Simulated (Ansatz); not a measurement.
A computed series for hypothetical diamond Sb: pressure series

The reference is Sb in the diamond structure (space group Fd-3m, No. 227; a = 6.867 Å; a hypothetical phase, not in the database extracts checked).

Cell and atoms are relaxed at each pressure.

Level of theory: PBEsol in Ansatz (plane waves to 420 eV, PAW, scalar-relativistic without spin-orbit coupling).

Notes on the quantities. enthalpy: H = E + PV relative to the base's energy.

| variant | density | enthalpy |
|---|---|---|
| base | 4.99 g/cm³ | – |
| pressure −2 GPa | 4.68 g/cm³ | -0.52 eV/atom |
| pressure −1 GPa | 4.84 g/cm³ | -0.26 eV/atom |
| pressure 0.3 GPa | 5.04 g/cm³ | +0.08 eV/atom |
| pressure 0.7 GPa | 5.09 g/cm³ | +0.18 eV/atom |
| pressure 1.5 GPa | (withheld) | +0.37 eV/atom |
| pressure 3 GPa | 5.39 g/cm³ | +0.73 eV/atom |
| pressure 5 GPa | 5.60 g/cm³ | +1.19 eV/atom |
| pressure 7.5 GPa | 5.85 g/cm³ | +1.74 eV/atom |
| pressure 10 GPa | 6.06 g/cm³ | +2.27 eV/atom |

**Question.** Complete the table.

**Answer.** 
- pressure 1.5 GPa, density: 5.20 g/cm³

Load acts through the strain it causes; cell and atoms are relaxed under it. Whether these cells are dynamically stable was not tested. Competing high-pressure phases were not computed.

Ansatz is a program for electronic structure.
